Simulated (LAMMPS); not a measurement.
LAMMPS 22 Jul 2025, classical MD, EAM (W_zhou.eam.alloy): W, 11664 atoms.

```
Item                                                                                       Value
-----------------------------------------------  -----------------------------------------------
task                                                                                     MD, nve
potential                                                                  EAM, W_zhou.eam.alloy
copies of the repeat unit                                                               18×18×18
shape (slab and sphere leave vacuum in the box)                                             bulk
steps                                                                                       2000
timestep                                                                                    2 fs
thermo                                                                                        50
newton                                                                              on (default)
atom_modify sort (bins of 2 Å where set)                                          1000 (default)
comm_style                                                                       brick (default)
box                                                                         57.0 × 57.0 × 57.0 Å
start                                            generated bcc lattice, warmed in an untimed run
```

All runs start from one configuration, warmed at this fixed volume for 1000 steps under a thermostat at 300 K. The run at a skin of 2 Å has a mean temperature of 300 K and a mean pressure of 1.0 GPa.

Single runs; times are not shown.

With neigh_modify every 1 delay 0 check yes, skins of 0.1, 0.3, 0.5, 1, 1.5, 2, 3 Å were run. Further schedules:
- skin 1 Å, every 100 delay 0 check no
- skin 0.3 Å, every 100 delay 0 check no
- skin 0.3 Å, every 20 delay 0 check no
- skin 2 Å, every 1 delay 10 check yes
- skin 2 Å, every 10 delay 0 check yes
- skin 0.3 Å, every 1 delay 10 check yes
- skin 2 Å, every 20 delay 0 check no

A schedule rebuilds too seldom if it shows a dangerous build, rebuilds less often than the check at every step does at that skin, or fails.

Task: Name the settings that rebuild less often than the motion of the atoms asks.

Result: With the check at every step the rebuilds are 401 at 0.1 Å, 138 at 0.3 Å, 77 at 0.5 Å, 0 at 1 Å, 0 at 1.5 Å, 0 at 2 Å, 0 at 3 Å. Too seldom: skin 0.3 Å, every 100 delay 0 check no; skin 0.3 Å, every 20 delay 0 check no.

```json
[
 {"setting": "skin 0.1 Å, every 1 delay 0 check yes", "rebuilds": "401", "dangerous builds": "—", "list entries an atom": "68.0", "change of the total energy (meV/atom)": "under 0.001"},
 {"setting": "skin 0.3 Å, every 1 delay 0 check yes", "rebuilds": "138", "dangerous builds": "—", "list entries an atom": "73.0", "change of the total energy (meV/atom)": "under 0.001"},
 {"setting": "skin 0.5 Å, every 1 delay 0 check yes", "rebuilds": "77", "dangerous builds": "—", "list entries an atom": "83.9", "change of the total energy (meV/atom)": "under 0.001"},
 {"setting": "skin 1 Å, every 1 delay 0 check yes", "rebuilds": "0", "dangerous builds": "—", "list entries an atom": "85.0", "change of the total energy (meV/atom)": "under 0.001"},
 {"setting": "skin 1.5 Å, every 1 delay 0 check yes", "rebuilds": "0", "dangerous builds": "—", "list entries an atom": "107", "change of the total energy (meV/atom)": "under 0.001"},
 {"setting": "skin 2 Å, every 1 delay 0 check yes", "rebuilds": "0", "dangerous builds": "—", "list entries an atom": "129", "change of the total energy (meV/atom)": "under 0.001"},
 {"setting": "skin 3 Å, every 1 delay 0 check yes", "rebuilds": "0", "dangerous builds": "—", "list entries an atom": "166", "change of the total energy (meV/atom)": "under 0.001"},
 {"setting": "skin 1 Å, every 100 delay 0 check no", "rebuilds": "20", "dangerous builds": "not counted", "list entries an atom": "85.0", "change of the total energy (meV/atom)": "under 0.001"},
 {"setting": "skin 0.3 Å, every 100 delay 0 check no", "rebuilds": "20", "dangerous builds": "not counted", "list entries an atom": "73.0", "change of the total energy (meV/atom)": "under 0.001"},
 {"setting": "skin 0.3 Å, every 20 delay 0 check no", "rebuilds": "100", "dangerous builds": "not counted", "list entries an atom": "73.0", "change of the total energy (meV/atom)": "under 0.001"},
 {"setting": "skin 2 Å, every 1 delay 10 check yes", "rebuilds": "0", "dangerous builds": "0", "list entries an atom": "129", "change of the total energy (meV/atom)": "under 0.001"},
 {"setting": "skin 2 Å, every 10 delay 0 check yes", "rebuilds": "0", "dangerous builds": "0", "list entries an atom": "129", "change of the total energy (meV/atom)": "under 0.001"},
 {"setting": "skin 0.3 Å, every 1 delay 10 check yes", "rebuilds": "138", "dangerous builds": "0", "list entries an atom": "73.0", "change of the total energy (meV/atom)": "under 0.001"},
 {"setting": "skin 2 Å, every 20 delay 0 check no", "rebuilds": "100", "dangerous builds": "not counted", "list entries an atom": "129", "change of the total energy (meV/atom)": "under 0.001"}
]
```

Where the energy changes as in the checked runs, the late rebuilds cost nothing that shows in this run. List entries are as LAMMPS prints them (Ave neighs/atom).
